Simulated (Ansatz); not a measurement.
# ZrNi (Cmcm, No. 63)

These are PBEsol (Ansatz, a quantum-chemistry and plane-wave program, plane waves, PAW) values and carry that method's errors.

Settings: plane-wave cutoff 500 eV, 18×18×14 k mesh (along the axes of the cell as run), Fermi–Dirac smearing 0.1 eV, no spin polarisation, scalar-relativistic PAW data made under PBE.

Cell (relaxed at this level):

```cif
data_Ni2Zr2
_chemical_formula_sum 'Zr2 Ni2'
_space_group_name_H-M_alt 'P 1'
_space_group_IT_number 1
_cell_length_a 5.18785
_cell_length_b 5.18785
_cell_length_c 4.02225
_cell_angle_alpha 90.000
_cell_angle_beta 90.000
_cell_angle_gamma 143.334
loop_
_space_group_symop_operation_xyz
  'x, y, z'
loop_
_atom_site_label
_atom_site_type_symbol
_atom_site_fract_x
_atom_site_fract_y
_atom_site_fract_z
_atom_site_occupancy
Zr1 Zr 0.63933 0.36067 0.25000 1
Zr2 Zr 0.36067 0.63933 0.75000 1
Ni1 Ni 0.91789 0.08211 0.25000 1
Ni2 Ni 0.08211 0.91789 0.75000 1
```

For ZrNi (Cmcm, No. 63), the band gap comes out as zero (no gap).

Spin–orbit coupling is not included.

The computed numbers hold no vibrational or temperature effects.

Computing time: around 8 core-minutes (rough).
